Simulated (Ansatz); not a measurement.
# Pressure series in ZnAu

Base system: ZnAu in the CsCl type structure (space group Pm-3m, No. 221; a = 3.187 Å).

Cell and atoms are relaxed at each pressure.

The values are results of PBE in Ansatz (plane waves to 420 eV, PAW, without spin-orbit coupling), not measurements.

Notes on the quantities. enthalpy: H = E + PV relative to the base's energy.

```tsv
case	shortest interatomic distance	enthalpy
base	2.760 Å	–
pressure −2 GPa	2.777 Å	-0.20 eV/atom
pressure −1 GPa	2.768 Å	-0.10 eV/atom
pressure 0.9 GPa	2.753 Å	+0.09 eV/atom
pressure 2.1 GPa	2.744 Å	+0.21 eV/atom
pressure 4.5 GPa	2.728 Å	+0.45 eV/atom
pressure 9 GPa	2.701 Å	+0.88 eV/atom
pressure 15 GPa	2.671 Å	+1.44 eV/atom
pressure 22.5 GPa	2.640 Å	+2.11 eV/atom
pressure 30 GPa	2.613 Å	+2.76 eV/atom
```

Load acts through the strain it causes; cell and atoms are relaxed under it. Stability against distortions was not tested. Competing high-pressure phases were not computed.

Ansatz is a first-principles code.
